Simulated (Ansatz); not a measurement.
```
Ir
1.0
    0.00000     1.90485     1.90485
    1.90485     0.00000     1.90485
    1.90485     1.90485     0.00000
Ir
1
Cartesian
  0.00000   0.00000   0.00000
```

Spin-orbit coupling is not included.

Q: What linear thermal expansion coefficient does quasi-harmonic lattice dynamics on LDA density-functional theory in Ansatz (plane waves, PAW) give at 850 K, and what isobaric heat capacity per mole of formula units and Grüneisen parameter?

A: α = 7.6 × 10⁻⁶ K⁻¹; C_P = 28.0 J/(mol K); γ = 2.60. No phase change or melting is allowed for: the numbers belong to this structure as given.

The PAW data sets were generated under PBE and serve the other functionals too.

Ansatz is a first-principles code.
